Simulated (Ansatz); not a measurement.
Take CuAu (space group P4/mmm, No. 123; a = 2.8531 Å, c = 3.5703 Å; relaxed with 0.1 eV smearing) as the base. Axes: x, y, z lie along a, b, c of the conventional cell.

Level of theory: Ansatz (a program for electronic structure), r2SCAN, PAW, cutoff 500 eV, without spin-orbit coupling.

Strains are applied to the cell and any free atomic positions relax; under biaxial strain the out-of-plane vector relaxes too.

One change was made to it. Results:

The pressure (mean of the normal stresses, compression positive) goes from zero to -0.3 GPa; the shortest interatomic distance shrinks by 0.012 Å, from 2.694 Å to 2.682 Å.

**Question.** Which of these changes matches the shifts?
A. uniaxial strain ε_yy = +3.62 %
B. uniaxial strain ε_xx = +5.77 %
C. biaxial strain +1.86 %, plane normal [001], relaxed out of plane
D. uniaxial strain ε_zz = −1.17 %
E. biaxial strain −4.93 %, plane normal [001], relaxed out of plane

**Answer.** C, biaxial strain +1.86 %, plane normal [001], relaxed out of plane. For comparison, the pressure in the other runs: uniaxial strain ε_zz = −1.17 % gives 1.9 GPa; uniaxial strain ε_yy = +3.62 % gives -5.0 GPa; biaxial strain −4.93 %, plane normal [001], relaxed out of plane gives 4.7 GPa; uniaxial strain ε_xx = +5.77 % gives -7.4 GPa.

Whether these cells are dynamically stable was not tested. The final runs are not spin-polarised.
